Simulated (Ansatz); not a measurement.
# A computed series for TiB2: response to strain

The reference is TiB$_{2}$ (space group P6/mmm, No. 191).

```yaml
crystal:
  lattice:
    - [3.01738, 0.00000, 0.00000]
    - [-1.50869, 2.61313, 0.00000]
    - [0.00000, 0.00000, 3.18507]
  atoms:
    - { symbol: Ti, position: [0.00000, 0.00000, 0.00000] }
    - { symbol: B, position: [0.66667, 0.33333, 0.50000] }
    - { symbol: B, position: [0.33333, 0.66667, 0.50000] }
```

Cartesian axes are those of the cell as printed.

Strains are applied to the cell and any free atomic positions relax.

Calculations: plane-wave PAW DFT at the PBEsol level (Ansatz, an electronic-structure program, 420 eV), without spin-orbit coupling.

Notes on the quantities. energy relative to the base: free energy F; pressure: mean of the normal stresses, compression positive.

```json
[
 {"change": "base", "energy relative to the base": "0 meV/atom", "pressure": "0.0 GPa", "volume per atom": "8.37 Å³"},
 {"change": "uniaxial strain ε_zz = −3.00 %", "energy relative to the base": "+12 meV/atom", "pressure": "7.6 GPa", "volume per atom": "8.12 Å³"},
 {"change": "uniaxial strain ε_zz = −2.50 %", "energy relative to the base": "?", "pressure": "?", "volume per atom": "8.16 Å³"},
 {"change": "uniaxial strain ε_zz = −1.50 %", "energy relative to the base": "+2.8 meV/atom", "pressure": "3.6 GPa", "volume per atom": "8.25 Å³"},
 {"change": "uniaxial strain ε_zz = −1.00 %", "energy relative to the base": "+1.2 meV/atom", "pressure": "2.4 GPa", "volume per atom": "8.29 Å³"},
 {"change": "uniaxial strain ε_zz = +0.50 %", "energy relative to the base": "+0.3 meV/atom", "pressure": "-1.1 GPa", "volume per atom": "8.41 Å³"},
 {"change": "uniaxial strain ε_zz = +1.00 %", "energy relative to the base": "+1.2 meV/atom", "pressure": "-2.2 GPa", "volume per atom": "8.45 Å³"},
 {"change": "uniaxial strain ε_zz = +1.50 %", "energy relative to the base": "+2.7 meV/atom", "pressure": "-3.3 GPa", "volume per atom": "8.50 Å³"},
 {"change": "uniaxial strain ε_zz = +2.00 %", "energy relative to the base": "+4.8 meV/atom", "pressure": "-4.4 GPa", "volume per atom": "8.54 Å³"},
 {"change": "uniaxial strain ε_zz = +3.00 %", "energy relative to the base": "+11 meV/atom", "pressure": "-6.4 GPa", "volume per atom": "8.62 Å³"}
]
```

Problem. Complete the table.

Solution. 
- uniaxial strain ε_zz = −2.50 %, energy relative to the base: +8.0 meV/atom
- uniaxial strain ε_zz = −2.50 %, pressure: 6.2 GPa

The mesh was chosen for an insulator and is coarse for the gapless case. Without a gap, meshes like the base's 13×13×10 leave anisotropic stresses uncertain by several tenths of a GPa, and small strain energies with them. Stability against distortions was not tested. All final runs are without spin polarisation.
